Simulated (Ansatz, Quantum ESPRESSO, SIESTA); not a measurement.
## One structure in several programs: Na3Cd (Fm-3m, 4 atoms in the cell)

Relaxation of cell and atoms.

```yaml
crystal:
  lattice:
    - [0.00000, 3.87624, 3.87624]
    - [3.87624, 0.00000, 3.87624]
    - [3.87624, 3.87624, 0.00000]
  atoms:
    - { symbol: Na, position: [0.25000, 0.25000, 0.25000] }
    - { symbol: Na, position: [0.75000, 0.75000, 0.75000] }
    - { symbol: Na, position: [0.50000, 0.50000, 0.50000] }
    - { symbol: Cd, position: [0.00000, 0.00000, 0.00000] }
```

Shared settings, as Ansatz (a quantum-chemistry and plane-wave program) writes them: kpoints.mp_grid.grid = 10 10 10; scf.occupations.method = fermi_dirac; scf.occupations.width = 0.1 eV. Potentials and cutoffs stand in the table.

```json
[
 {"code": "Quantum ESPRESSO", "model": "LDA (PZ), GBRV 1.5 ultrasoft (LDA) pseudopotentials", "final volume (Å³/atom)": "26.30", "cutoff": "40 Ry"},
 {"code": "Ansatz", "model": "LDA (PW92), PAW files made with PBE", "final volume (Å³/atom)": "26.42", "cutoff": "420 eV"},
 {"code": "SIESTA", "model": "LDA PW92, numerical atomic orbitals DZP, PseudoDojo LDA standard norm-conserving potentials (rewritten from UPF to PSML)", "final volume (Å³/atom)": "27.04", "cutoff": "grid 400 Ry"}
]
```

The spread over the programs that give each value: final volume within 0.74 Å³/atom.

SIESTA uses small atom-centred bases, whose incompleteness enters pressures, forces and empty levels differently from a plane-wave cutoff. The same LDA comes in different parametrisations, which differ slightly. The programs treat the finite-basis stress differently while the cell relaxes: Ansatz adds an estimate of it.

The starting cell comes from a database of computed structures (which also holds hypothetical and non-ambient phases and stackings), without a prior relaxation at this level.

Keys are those of Ansatz 0.2.
